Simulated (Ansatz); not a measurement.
For LiC6 (P6/mmm), PBEsol, DFPT electron-phonon coupling, linearised Boltzmann equation (Ansatz, a quantum-chemistry and plane-wave program) gives a transport coupling λ_tr = 0.331 and a Drude plasma energy ħω_p = 6.75 eV along y (a = (4.31, 0.00, 0.00) Å; b = (-2.15, 3.73, 0.00) Å; c = (0.00, 0.00, 3.65) Å).

Question: Estimate the resistivity at 300 K from the high-temperature formula ρ = 2π λ_tr k_B T / (ħ ε₀ ω_p²), and say how the full Boltzmann solution compares.

Answer: The scattering rate is 1/τ = 2π λ_tr k_B T/ħ = 8.17e13 s⁻¹ and ω_p = 1.03e16 s⁻¹, so ρ ≈ 8.77 μΩ·cm. The Boltzmann solution gives 2.54 μΩ·cm, 0.29 times the estimate; it lies lower because k_BT is not large against the phonon energies and the solution lets the distribution adjust.

A metal at this level (no band gap). Only scattering by harmonic phonons is included (no impurities, grain boundaries, electron-electron scattering or thermal expansion). Spin-orbit coupling is left out. Halving the electron mesh (24x24x24) moves the resistivity by up to 3 % at 300 K, the coupling by up to 1 %. Smearing 0.20 eV; phonons on a 4x4x4 q mesh, which this run doesn't test.

Computed structure with no diffraction record at hand here (it may be known, metastable or hypothetical): LiC6 (P6/mmm).
